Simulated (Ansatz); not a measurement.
**Effective masses and thermopower of CdSe under load (space group P6_3mc)**

Data:

```yaml
crystal:
  lattice:
    - [4.36438, 0.00000, 0.00000]
    - [-2.18219, 3.77967, 0.00000]
    - [0.00000, 0.00000, 7.11979]
  atoms:
    - { symbol: Cd, position: [0.66667, 0.33333, 0.49997] }
    - { symbol: Cd, position: [0.33333, 0.66667, 0.99997] }
    - { symbol: Se, position: [0.66667, 0.33333, 0.87589] }
    - { symbol: Se, position: [0.33333, 0.66667, 0.37589] }
```

All values below come from PBEsol with spin-orbit coupling, rigid bands (plane waves, PAW; Ansatz, a first-principles code). Condition of this run: hydrostatic pressure -2 GPa (the target of the relaxation). How the cell was made: cell and atoms relaxed with PBEsol, then loaded as said.

- band gap: 0.33 eV
- hole conductivity mass (300 K, dilute): 0.96 (x), 0.96 (y), 1.18 (z) mₑ
- effective density of states N_v (300 K): 2.5e19 cm⁻³
- density-of-states mass, holes: 1.00 mₑ
- Seebeck coefficient, p-type 1e19 cm⁻³, 300 K: 319 μV/K
- best p-type power factor at 300 K for τ = 10 fs (best axis; densities from 1e16 to 1e21 cm⁻³ tried, whether or not they can be reached): 5.5 μW/(cm·K²) at 1e20 cm⁻³

Rigid bands; masses and Seebeck coefficients take one relaxation time τ for all states and one kind of carrier; polarons and phonon drag are left out.
